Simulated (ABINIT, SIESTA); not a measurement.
An ABINIT input for a self-consistent single point of KMgF₃ (Pm-3m, 5 atoms in the cell) (DFT, LDA (PW92), plane waves, PAW (JTH v2.0 LDA PAW)):

```
# KMgF3, JTH v2.0 LDA PAW
pp_dirpath "./"
pseudos "K.LDA_PW-JTH.xml, Mg.LDA_PW-JTH.xml, F.LDA_PW-JTH.xml"
acell 3*1.0 Angstrom
rprim
         4.0023410000    0.0000000000    0.0000000000
         0.0000000000    4.0023410000    0.0000000000
         0.0000000000    0.0000000000    4.0023410000
natom 5
ntypat 3
znucl 19 12 9
typat 1 2 3 3 3
xred
         0.5000000000    0.5000000000    0.5000000000
         0.0000000000    0.0000000000    0.0000000000
         0.0000000000    0.5000000000    0.0000000000
         0.5000000000    0.0000000000    0.0000000000
         0.0000000000    0.0000000000    0.5000000000
ecut 48 Ry
pawecutdg 96 Ry
occopt 3
tsmear 0.00073499
nband 27
kptopt 1
ngkpt 4 4 4
nshiftk 1
shiftk 0 0 0
nstep 60
tolvrs 1.0e-11
prtwf 0
prtden 0
```

### Question
Translate this input to SIESTA.

### Answer
One input that does it (others would too):

```
# files in the folder: K.psml Mg.psml F.psml (PseudoDojo LDA standard)
SystemName  KMgF3
SystemLabel KMgF3

NumberOfAtoms                5
NumberOfSpecies              3
%block ChemicalSpeciesLabel
  1 19 K
  2 12 Mg
  3 9 F
%endblock ChemicalSpeciesLabel
LatticeConstant              4.002341 Ang
%block LatticeVectors
     1.000000000    0.000000000    0.000000000
     0.000000000    1.000000000    0.000000000
     0.000000000    0.000000000    1.000000000
%endblock LatticeVectors
AtomicCoordinatesFormat      Fractional
%block AtomicCoordinatesAndAtomicSpecies
     0.500000000    0.500000000    0.500000000  1
     0.000000000    0.000000000    0.000000000  2
     0.000000000    0.500000000    0.000000000  3
     0.500000000    0.000000000    0.000000000  3
     0.000000000    0.000000000    0.500000000  3
%endblock AtomicCoordinatesAndAtomicSpecies

XC.functional                LDA
XC.authors                   PW92
PAO.BasisSize                DZP
PAO.EnergyShift              0.01 Ry
MeshCutoff                   300 Ry
%block kgrid.MonkhorstPack
    4   0   0  0.0
    0   4   0  0.0
    0   0   4  0.0
%endblock kgrid.MonkhorstPack
OccupationFunction           FD
ElectronicTemperature        232.09 K

MaxSCFIterations             150
SCF.Mixer.Method             Broyden
SCF.Mixer.Weight             0.2
SCF.Mixer.History            6
SCF.DM.Tolerance             1.0E-04
Diag.ParallelOverK           true
WriteForces                  true
Charge.Mulliken              end
```

Basis settings and potentials, where a program has them, do not carry over. This input uses DFT, LDA PW92, numerical atomic orbitals DZP, PseudoDojo LDA standard norm-conserving potentials (rewritten from UPF to PSML). LDA parametrisations can differ slightly between programs.

The starting cell comes from a database of computed structures (which also holds hypothetical and non-ambient phases and stackings), without a prior relaxation at this level. Its lattice was rescaled by a random factor within 2.5 % of one.
